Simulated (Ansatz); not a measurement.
**W (Im-3m): band-structure transport figures**

```xyz
1
Lattice="-1.5618 1.5618 1.5618 1.5618 -1.5618 1.5618 1.5618 1.5618 -1.5618" Properties=species:S:1:pos:R:3 pbc="T T T"
W      0.0000     0.0000     0.0000
```

Calculation: PBEsol, rigid bands (plane waves, PAW, scalar-relativistic; Ansatz, an electronic-structure program). Condition of this run: hydrostatic pressure 10 GPa (the target of the relaxation). Geometry: cell and atoms relaxed with PBEsol, then loaded as said.

```json
{
  "density of states at the Fermi level": "0.441 states/(eV·cell), both spins",
  "bare Sommerfeld coefficient": "1.04 mJ/(mol of atoms·K²)",
  "drude_plasma_energy": "8.1 eV",
  "root-mean-square Fermi velocity": "9.4e5 m/s",
  "resistivity times τ": "7.4 ×10⁻²² Ω·m·s"
}
```

A metal at this level (no band gap); rigid bands, thermally averaged at 300 K, both spins. Spin-orbit coupling is left out, which matters with elements this heavy. τ is one relaxation time for all states.
